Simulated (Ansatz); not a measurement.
The reference is YN in the rock salt structure (space group Fm-3m, No. 225).

YN is taken in the cubic space group Fm-3m (No. 225), the rock salt structure, Pearson symbol cF8. Cell: a = b = c = 4.906 Å, α = β = γ = 90.00°. N on 4a has 6 Y at 2.453 Å (octahedral). Y on 4b sees 6 N at 2.453 Å (octahedral). (Neighbours: up to the widest gap in distance over summed covalent radii, below 1.35, at either atom; cation-cation and far metal-metal contacts left out.)
(The calculation used a cell of 2 atoms; values per cell refer to that cell.)

Computed with Ansatz (a first-principles code), PBE, PAW, cutoff 420 eV, no spin-orbit coupling, earlier PAW set.

For the base:

The pressure is 0.00 GPa, the smallest direct gap is 0.61 eV and the hole mass comes out as 0.17, 1.0, 1.0 mₑ (at Γ).

Modification: an isotropic linear strain of −2.24 %; the atoms relax in the strained cell.

Task: Predict the new energy relative to the base.

Result: The energy grows by 36 meV/atom.

Task: What does the calculation give for the pressure after the change?

Result: The pressure goes from zero to 12.48 GPa.

Task: Predict the new smallest direct gap.

Result: The smallest direct gap drops by 0.185 eV (0.61 eV → 0.42 eV).

Task: Predict the new hole mass.

Result: The hole mass (degenerate bands, along [100]) is still 0.17, 1.0, 1.0 mₑ (at Γ).

Masses are band curvatures over ±0.01 Å⁻¹ around the edge. Whether these cells are dynamically stable was not tested. The zero or small gap of YN can change with the level of theory.
